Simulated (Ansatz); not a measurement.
# Ansatz run on NbP (Imm2, 4 atoms in the cell): self-consistent single point

Method of the run: PBEsol, default PAW files made with PBE (plane waves; Ansatz, a program for electronic structure).

Input:

Ansatz 0.2 input:
```yaml
crystal:
  lattice:
    - [-1.683300, 1.683300, 5.768811]
    - [1.683300, -1.683300, 5.768811]
    - [1.683300, 1.683300, -5.768811]
  atoms:
    - { symbol: Nb, position: [0.754214, 0.754214, 0.000000] }
    - { symbol: Nb, position: [0.499880, 0.999880, 0.500000] }
    - { symbol: P, position: [0.332750, 0.332750, 0.000000] }
    - { symbol: P, position: [0.082750, 0.582750, 0.500000] }
basis:
  ecutwfc: 420.0
kpoints:
  mp_grid: { grid: [7, 7, 7] }
hamiltonian:
  xc: pbesol
  pseudopotentials: { kind: paw }
scf:
  occupations: { method: gaussian, width: 0.2 }
output:
  forces: true
  eigenvalues: true
  stress: true
```

Output, abridged:

```
WARN ansatz: RAYON_NUM_THREADS=1 ignored (pool sized by the plan → 1); use --threads N
basis.fft_grid_basis auto: the FFT boxes are laid along the combinations [[1, 0, 1], [0, 1, 1], [0, 0, 1]] of the cell's own vectors, 3.367, 3.367 and 6.241 Å …
Pseudopotentials: kind: paw
Pseudopotential: Nb, paw, valence charge 13
Pseudopotential: P, paw, valence charge 5
Crystal: 4 atoms, lattice volume = 65.384 Å³
Basis set: ecut = 420 eV, 1271 PW (Γ), FFT grids on a1+a3, a2+a3, a3, exchange–correlation on 48×48×90 points (8 copies of the dense FFT grid, shifted against one another)
Bands: 22, of which v1, the nominal top of the filled ones, is band 18 counted from 1 (17 counted from 0)
Symmetry: 4 space group operations
Space group: Imm2 (ITA 44), of the structure as read, at distance tolerance 4.0e-5 Å
k-points: 64 of 343 (time reversal used)
PAW frozen core: Nb, regenerated for the run's functional, and the local potential with it
PAW frozen core: P, regenerated for the run's functional, and the local potential with it
Initial density: superposition of atomic densities (neutral atoms: chi_scale 0, normalization atom), corrected by the library's trained network
Initial wavefunctions: pseudopotential atomic-orbital guess
Eigensolver: davidson
Functional: x = pbesol(κ = 0.804, μ = 0.12345679012345678), c = pbesol(β = 0.046)
SCF iter   1: F=—  HF=-10475.296906 eV  |F-HF|=—  |Δ(HF+E_count)|=         —  Δρ=8.19e-3  dr2=2.92e-2  ethr=1.77e-3  ⟨swp⟩=5.1  Hψ=6623  notcnv=0
all-band conjugate gradients solve this SCF's bands
preconditioner: auto → Kerker (q_TF=auto, 2.470 Å⁻¹)
SCF iter   2: F=—  HF=-10475.293485 eV  |F-HF|=—  |Δ(HF+E_count)|=   3.42e-3  Δρ=4.58e-3  dr2=8.83e-3  ethr=8.12e-5  ⟨swp⟩=1.0  Hψ=1920  notcnv=0
SCF iter   3: F=—  HF=-10475.292430 eV  |F-HF|=—  |Δ(HF+E_count)|=   1.05e-3  Δρ=6.56e-4  dr2=3.22e-4  ethr=2.45e-5  ⟨swp⟩=2.7  Hψ=2217  notcnv=0
SCF iter   4: F=—  HF=-10475.292365 eV  |F-HF|=—  |Δ(HF+E_count)|=   6.56e-5  Δρ=1.21e-4  dr2=1.03e-5  ethr=8.94e-7  ⟨swp⟩=2.2  Hψ=1909  notcnv=0
SCF iter   5: F=—  HF=-10475.292358 eV  |F-HF|=—  |Δ(HF+E_count)|=   6.39e-6  Δρ=2.17e-5  dr2=4.24e-7  ethr=2.87e-8  ⟨swp⟩=2.3  Hψ=2056  notcnv=0
SCF iter   6: F=-10475.292358 eV  HF=-10475.292358 eV  |F-HF|=1.06e-8  |Δ(HF+E_count)|=   4.53e-8  Δρ=4.94e-6  dr2=2.36e-8  ethr=2.78e-10  ⟨swp⟩=5.4  Hψ=5964  notcnv=0
SCF 1 converged in 6 iterations: F = -10475.292358 eV  dr2 = 2.36e-8
SCF converged after 6 iterations
Free energy (F): -10475.292358 eV
Harris-Foulkes:  -10475.292358 eV  (|F-HF|=1.06e-8)
Internal energy: -10475.272302 eV  (E = F + TS)
E sigma→0 (E₀):  -10475.282330 eV
Entropy (-TS):   -0.020057 eV (-5.014 meV/atom)
Fermi energy:    14.472592 eV
--- Per-component energies (eV) ---
  E_band       = -159.307548
  E_kinetic    = 930.521740
  E_local      = -1750.218628  (includes V_loc(G=0)·N_el)
  E_nonlocal   = 308.440663
  E_hartree    = 566.324927
  E_xc         = -473.074208
  E_vxc        = -549.188352  (∫ρ·V_xc dr)
  E_paw        = -7143.031026  (= ΣΔE_a)
  E_vpaw       = -231.511782  (= ΣTr[D̂ρ^β])
  E_aug_tail   = 0.000020  (compensation charges beyond the density's cutoff)
  E_ewald      = -2914.705399
  E_core_change = 0.469610  (= ΣΔE_core)
  E_smearing   = -0.020057  (= −TS)
  E_closure    = -0.000000  (closes the sum)
  Σ components = -10475.292358   (vs F -10475.292358, Δ=0.00e0)
--- Forces (eV/Å), atoms counted from 1 ---
  atom   1  Nb     0.00000000     0.00000000    -0.69671874
  atom   2  Nb     0.00000000     0.00000000     0.21096679
  atom   3  P      0.00000000     0.00000000     0.26168002
  atom   4  P      0.00000000     0.00000000     0.22408570
  max |Σ_I F_I| component: 1.38e-5 eV/Å
--- Stress (GPa, compression-positive) ---
       -8.218589       0.000000       0.000000
        0.000000      -8.873300       0.000000
        0.000000       0.000000      -9.255332
  P = ⅓ Tr σ = -8.7824 GPa (-87.824 kbar)
  The stress holds the Pulay correction. Without it, at fixed plane waves, as pw.x and ABINIT print it: P = -8.8082 GPa
--- Band table (eV; the first three rows and the last of 64) ---
  k-point 0: bands = ["-40.3817", "-40.3387", "-16.6568", "-16.4923", "-16.4571", "-16.3606", "-16.3217", "-16.2928", "1.8639", "4.1989", "8.4164", "11.4916", "12.2461", "12.3466", "12.4024", "12.7765", "13.1001", "13.2103", "15.2556", "16.0012", [...]
  k-point 1: bands = ["-40.3743", "-40.3341", "-16.6341", "-16.5349", "-16.4994", "-16.4032", "-16.3650", "-16.2907", "2.3819", "4.3655", "8.7262", "10.7740", "11.5355", "11.8527", "11.9094", "12.7591", "13.5120", "13.5717", "14.8037", "15.0427", [...]
  k-point 2: bands = ["-40.3572", "-40.3242", "-16.6506", "-16.6116", "-16.5340", "-16.4888", "-16.4395", "-16.3088", "3.5121", "4.5351", "9.3639", "9.4582", "10.4473", "11.0855", "11.2819", "12.3516", "13.7617", "13.9102", "14.8543", "16.1450", [...]
  k-point 63: bands = ["-40.3704", "-40.3440", "-16.5372", "-16.4935", "-16.4853", "-16.4456", "-16.3875", "-16.3110", "2.9743", "3.0811", "10.2167", "10.5277", "11.1347", "11.6553", "11.9710", "12.6210", "13.0808", "14.2545", "14.9942", "16.1571", [...]
```

The run converged in 6 iterations.

The starting cell comes from a database of computed structures (which also holds hypothetical and non-ambient phases and stackings), without a prior relaxation at this level. Its lattice was rescaled by up to half a per cent. One atom was moved a little off its site on purpose. Spin polarisation is off. With a pressure of about -9 GPa the cell is away from its equilibrium volume at this level. Ansatz's pressure includes its estimate of the finite-basis (Pulay) stress.
